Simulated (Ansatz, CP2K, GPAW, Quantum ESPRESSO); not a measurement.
One structure in several programs: TiGeSb (P4/nmm, 6 atoms in the cell)

Self-consistent single point, at a second geometry (lattice scaled by 0.98). First geometry:

```yaml
crystal:
  lattice:
    - [3.66286, 0.00000, 0.00000]
    - [0.00000, 3.66286, 0.00000]
    - [0.00000, 0.00000, 8.17256]
  atoms:
    - { symbol: Ti, position: [0.00000, 0.50000, 0.75285] }
    - { symbol: Ti, position: [0.50000, 0.00000, 0.24715] }
    - { symbol: Ge, position: [0.00000, 0.00000, 0.00000] }
    - { symbol: Ge, position: [0.50000, 0.50000, 0.00000] }
    - { symbol: Sb, position: [0.00000, 0.50000, 0.38354] }
    - { symbol: Sb, position: [0.50000, 0.00000, 0.61646] }
```

Shared settings, as Ansatz (a program for electronic structure) writes them: kpoints.mp_grid.grid = 7 7 3; scf.occupations.method = gaussian; scf.occupations.width = 0.136 eV. Potentials and cutoffs stand in the table.

```tsv
code	model	ΔF from the first geometry (meV/atom)	pressure (GPa)	largest force (eV/Å)	cutoff
Quantum ESPRESSO	PBEsol, PseudoDojo standard norm-conserving (PBESOL) pseudopotentials	27.5	8.21	0.097	85 Ry
GPAW	PBEsol, GPAW PAW datasets PBEsol (made by gpaw-setup)	28.4	8.24	0.137	800 eV
CP2K	PBEsol, GPW, DZVP-MOLOPT-SR-GTH basis, GTH-PBE potentials (GTH_POTENTIALS)	59.3	13.36	0.074	grid 600 Ry
Ansatz	PBEsol, PAW files made with PBE	27.4	8.16	0.092	420 eV
```

Size of the force on each atom (eV/Å): Sizes of forces hide their directions.

| code | Ti1 | Ti2 | Ge3 | Ge4 | Sb5 | Sb6 |
|---|---|---|---|---|---|---|
| Quantum ESPRESSO | 0.097 | 0.097 | 0.000 | 0.000 | 0.077 | 0.077 |
| GPAW | 0.137 | 0.137 | 0.000 | 0.000 | 0.091 | 0.091 |
| CP2K | 0.062 | 0.062 | 0.000 | 0.000 | 0.074 | 0.074 |
| Ansatz | 0.092 | 0.092 | 0.000 | 0.000 | 0.074 | 0.074 |

On Ansatz's run: spin-orbit coupling is off. Spin polarisation is off.

The spread over the programs that give each value: ΔF from the first geometry within 31.9 meV/atom; pressure within 5.20 GPa; largest force within 0.063 eV/Å.

CP2K uses small atom-centred bases, whose incompleteness enters pressures, forces and empty levels differently from a plane-wave cutoff. Ansatz's pressure is given at a fixed set of plane waves, as the other plane-wave codes print theirs; with its correction for the finite basis it is 8.20 GPa. In the pressure, CP2K (by 5.16) lies more than 1 GPa from the median of the plane-wave programs. In the force vectors, CP2K (by 0.151) lies more than 0.08 eV/Å from the median of the plane-wave programs.

The starting cell comes from a database of computed structures (which also holds hypothetical and non-ambient phases and stackings), without a prior relaxation at this level. Its lattice was rescaled by a random factor within 2.5 % of one. For this run, on top of that: lattice scaled by 0.98.

Left out of this page: Elk (not drawn, or without a comparable value).

Keys are those of Ansatz 0.2.
